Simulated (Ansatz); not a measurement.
Take InP in the wurtzite structure (space group P6_3mc, No. 186; a model cell, its experimental status unchecked) as the base.

```yaml
crystal:
  lattice:
    - [4.14866, 0.00000, 0.00000]
    - [-2.07433, 3.59284, 0.00000]
    - [0.00000, 0.00000, 6.81004]
  atoms:
    - { symbol: In, position: [0.66667, 0.33333, 0.99989] }
    - { symbol: In, position: [0.33333, 0.66667, 0.49989] }
    - { symbol: P, position: [0.66667, 0.33333, 0.62531] }
    - { symbol: P, position: [0.33333, 0.66667, 0.12531] }
```

Level of theory: plane-wave PAW DFT at the PBEsol level (Ansatz, a quantum-chemistry and plane-wave program, 420 eV), spin-orbit coupling left out.

Before the change:

The valence-band top at Γ is 0.00, 0.00, -0.11 eV and the gap character comes out as direct at Γ.

The change: the cell is scaled by 0.9889 in all directions, atoms relaxed at fixed cell.

What does the calculation give for the valence-band top at Γ after the change?

The valence-band top at Γ (three highest levels, from the VBM) becomes 0.00, 0.00, -0.12 eV (base: 0.00, 0.00, -0.11 eV).

What happens to the energy relative to the base?

The energy increases by 6.1 meV/atom.

Estimate the effect on the gap character.

The gap character remains direct at Γ.

Predict the new mean gap deformation potential ΔEg/Δln V.

The mean gap deformation potential ΔEg/Δln V comes out as -5.5 eV.

The cells carry an imposed strain or load. Stability against distortions was not tested. This is not the structure that InP has at room temperature and ambient pressure.
